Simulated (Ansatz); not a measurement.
Consider PbSe in the rock salt structure (space group Fm-3m, No. 225).

```yaml
crystal:
  lattice:
    - [0.00000, 3.08885, 3.08885]
    - [3.08885, 0.00000, 3.08885]
    - [3.08885, 3.08885, 0.00000]
  atoms:
    - { symbol: Se, position: [0.00000, 0.00000, 0.00000] }
    - { symbol: Pb, position: [0.50000, 0.50000, 0.50000] }
```

Cartesian axes are those of the cell as printed.

The values are results of DFT with r2SCAN, PAW potentials and a 500 eV plane-wave cutoff in Ansatz (a quantum-chemistry and plane-wave program), no spin-orbit coupling, earlier PAW set, not measurements.

Before the change:

- Electron mass = 0.19 mₑ along k, 0.14 mₑ across (at L)

The change: uniaxial stress, 1 GPa tension along x; all other stress components relax to zero.

Problem. Estimate the effect on the strain response.

Solution. The strain response (xx, yy, zz) comes out as (+0.84, −0.08, −0.08) %.

Problem. Predict the new electron mass.

Solution. The electron mass becomes 0.20 mₑ along k, 0.14 mₑ across (at L) (base: 0.19 mₑ along k, 0.14 mₑ across (at L)).

With Pb present, leaving out spin-orbit coupling can change the band edges. The levels and masses belong to the bands next to the band gap. Masses are band curvatures over ±0.01 Å⁻¹ around the edge. Along k means along the line from Γ to the band edge. Beyond what the load breaks, stability against distortions was not tested.
